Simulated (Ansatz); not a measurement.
# Ca3SiO, response to strain

Base system: Ca₃SiO (space group Imma, No. 74; a = 6.5828 Å, b = 9.3087 Å, c = 6.6031 Å; a cell from a computed database, its experimental status unchecked). Axes: x, y, z lie along a, b, c of the conventional cell.

Strains are applied to the cell and any free atomic positions relax; under biaxial strain the out-of-plane vector relaxes too.

All numbers come from PBEsol (Ansatz, an electronic-structure program), no spin-orbit coupling.

Notes on the quantities. pressure: mean of the normal stresses, compression positive; energy relative to the base: free energy F.

```tsv
variant	pressure	shortest interatomic distance	energy relative to the base
base	0.0 GPa	2.336 Å	0 meV/atom
biaxial strain −3.70 %, plane normal [001], relaxed out of plane	4.0 GPa	2.263 Å	+27 meV/atom
biaxial strain −2.27 %, plane normal [001], relaxed out of plane	2.4 GPa	2.291 Å	+9.9 meV/atom
biaxial strain +1.72 %, plane normal [001], relaxed out of plane	?	?	?
isotropic strain +1.96 %	-3.3 GPa	2.385 Å	+13 meV/atom
```

Q: Complete the table.

A: 
- biaxial strain +1.72 %, plane normal [001], relaxed out of plane, pressure: -1.6 GPa
- biaxial strain +1.72 %, plane normal [001], relaxed out of plane, shortest interatomic distance: 2.348 Å
- biaxial strain +1.72 %, plane normal [001], relaxed out of plane, energy relative to the base: +5.3 meV/atom

A biaxial case was relaxed in a doubled cell and then solved in the primitive one. Whether these cells are dynamically stable was not tested. The final runs are not spin-polarised.
